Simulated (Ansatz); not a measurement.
For SiGe (model structure, started from the CsCl type, Pm-3m, No. 221, 2 atoms in the cell), PBE-D3(BJ) in Ansatz (plane waves, PAW) gives:

- equilibrium lattice constant a = 3.192 Å
- cohesive energy = 4.02 eV/atom

What does r²SCAN (Ansatz, a first-principles code, PAW) give for the same quantities?


- lattice constant a: 3.218 Å (increases by 0.8 %)
- cohesive energy: 3.53 eV/atom (falls by 0.49 eV/atom)

Changes are worked out from the printed values.

Unless a cell is named, each level is at its own relaxed cell (PBE-D3(BJ) 16.26, r²SCAN 16.66 Å³/atom).

Caveats: a distance lies near a switch of the dispersion term, which can move the cell (PBE-D3(BJ)). Ansatz's density-functional and Hartree–Fock values are scalar-relativistic unless marked +SOC, with PAW data made under PBE.

A model structure was made by putting elements into a prototype or built by hand; it is no filed structure, need not be a known phase, and can be a saddle point held by its symmetry.
